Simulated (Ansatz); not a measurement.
Consider CaF2 in the fluorite structure (space group Fm-3m, No. 225; a = 5.4391 Å). Axes: x, y, z lie along the cube axes.

It is then changed as follows: the symmetric strain tensor [0.0017 0.0080 0.0105; 0.0080 0.0123 0.0058; 0.0105 0.0058 0.0006]; the atoms relax in the strained cell.

Levels (all Ansatz, a quantum-chemistry and plane-wave program, PAW): r2SCAN (500 eV, no spin-orbit coupling); HSE06 (420 eV, no spin-orbit coupling).

The geometry is relaxed with r2SCAN.

- r2SCAN lowest conduction level above the VBM at special points = Γ 7.92 eV; T 8.72 eV; U 8.73 eV

With HSE06 at the same geometry, the lowest conduction level above the VBM at special points becomes Γ 9.33 eV; T 10.42 eV; U 10.43 eV (r2SCAN: Γ 7.92 eV; T 8.72 eV; U 8.73 eV).

Single points use the geometry relaxed with r2SCAN. HSE06 gaps are upper bounds (no full band path). The levels and masses belong to the bands next to the band gap. Whether these cells are dynamically stable was not tested. k-point labels follow each cell's own Brillouin zone.
